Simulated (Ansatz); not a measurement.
## FePt: pressure series

The reference is FePt (space group P4/mmm, No. 123; ferromagnetic).

```
CELL_PARAMETERS angstrom
      2.73006     0.00000     0.00000
      0.00000     2.73006     0.00000
      0.00000     0.00000     3.76390
ATOMIC_POSITIONS crystal
  Fe 0.50000 0.50000 0.50000
  Pt 0.00000 0.00000 0.00000
```

Cell and atoms are relaxed at each pressure.

Level of theory: PBE (Ansatz, an electronic-structure program), no spin-orbit coupling.

```tsv
pressure (GPa)	volume per atom (Å³/atom)
-2	14.172
-1	?
0	14.027
1.8	13.905
4.2	13.751
9	13.474
18	13.028
45	12.035
60	11.610
```

Problem. Fit the third-order Birch–Murnaghan form P(V) = (3B₀/2)[(V₀/V)^(7/3) − (V₀/V)^(5/3)]·[1 + (3/4)(B₀′ − 4)((V₀/V)^(2/3) − 1)] (squares taken in P) to the rows shown and predict the withheld row.

Solution. Least squares on the printed values gives V₀ = 14.025 Å³/atom, B₀ = 207 GPa, B₀′ = 4.5; this predicts 14.094 Å³/atom, and the run gives 14.098 Å³/atom, 0.004 higher.

Other magnetic orders, which the real material may have, were not ruled out. Load acts through the strain it causes; cell and atoms are relaxed under it. Whether these cells are dynamically stable was not tested. Competing high-pressure phases were not computed.
